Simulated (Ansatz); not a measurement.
# GaN: electrons 2.0×10^22 cm⁻³

Consider GaN in the NiAs type structure (space group P6_3/mmc, No. 194; a = 2.969 Å, c = 5.041 Å; a model cell, its experimental status unchecked).

It is then changed as follows: electron doping at 2.0×10^22 cm⁻³ (0.770 per cell), with a uniform compensating background at fixed cell and a 300 K Fermi–Dirac width.

Method: PBEsol in Ansatz (plane waves to 420 eV, PAW, spin-orbit coupling left out). Γ-centred 23×23×12 mesh, Fermi–Dirac width 0.0259 eV.

The gap between the host's bands is nearly the same (1.21 eV against 1.20 eV) and the gap character remains indirect, k = (0, 0.130, 0) in the run's primitive reciprocal basis → K. The Fermi level relative to the doped band's edge (positive inside the band; to 0.05 eV) comes out as +2.15 eV.

Final structure:

```yaml
crystal:
  lattice:
    - [2.96874, 0.00000, 0.00000]
    - [-1.48437, 2.57101, 0.00000]
    - [0.00000, 0.00000, 5.04094]
  atoms:
    - { symbol: Ga, position: [0.00000, 0.00000, 0.00000] }
    - { symbol: Ga, position: [0.00000, 0.00000, 0.50000] }
    - { symbol: N, position: [0.33333, 0.66667, 0.25000] }
    - { symbol: N, position: [0.66667, 0.33333, 0.75000] }
```
Cell charge -0.769515.

Carriers are added with a uniform compensating background; total energy and stress of such cells depend on the potential's zero and are not compared; many-body gap narrowing is missing at this level. Whether these cells are dynamically stable was not tested. This is not the structure that GaN has at room temperature and ambient pressure.

Ansatz is a program for electronic structure.
